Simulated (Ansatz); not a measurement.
For SnGe (model structure, started from the NiAs type, P6₃/mmc, No. 194, 4 atoms in the cell), LDA (Ansatz, a program for electronic structure, plane waves, PAW) gives:

```
Quantity                  Result
------------------  ------------
lattice constant a       3.891 Å
c axis length            7.004 Å
cohesive energy     4.11 eV/atom
```

Task: What does PBE-D3(BJ) (Ansatz, plane waves, PAW) give for the same quantities?

Result: 
- lattice constant a: 3.927 Å (increases by 0.9 %)
- lattice parameter c: 7.123 Å (rises by 1.7 %)
- cohesive energy: 3.61 eV/atom (falls by 0.50 eV/atom)

Changes are worked out from the printed values.

Unless a cell is named, each level is at its own relaxed cell (LDA 22.96, PBE-D3(BJ) 23.79 Å³/atom).

Levels without +SOC leave out spin–orbit coupling, which shifts energies and cells of such heavy elements.

Ansatz's density-functional and Hartree–Fock values are scalar-relativistic unless marked +SOC, with PAW data made under PBE.

A model structure was made by putting elements into a prototype or built by hand; it is no filed structure, need not be a known phase, and can be a saddle point held by its symmetry.
